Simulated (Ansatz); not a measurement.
The parent structure is ScAl$_{3}$ in the Cu3Au type structure (space group Pm-3m, No. 221; a = 4.033 Å; relaxed with 0.1 eV smearing). Axes: x, y, z lie along the cube axes.

Computed with LDA/PAW in Ansatz (a program for electronic structure), without spin-orbit coupling.

The change: tensor shear ε_xy = +1.00 % (engineering shear γ = 0.0200); the atoms relax in the strained cell.

### Question
Predict the stress tensor and what it implies for the stiffness.

### Answer
Stress of the strained cell less that of the base (GPa, compression positive):
```
    0.1    -1.6     0.0
   -1.6     0.1     0.0
    0.0     0.0     0.0
```

Then −Δσ/γ with γ = 2ε = 0.0200 gives relaxed-ion elastic constants: C66 ≈ 80 GPa.

Stability against distortions was not tested. All final runs are without spin polarisation.
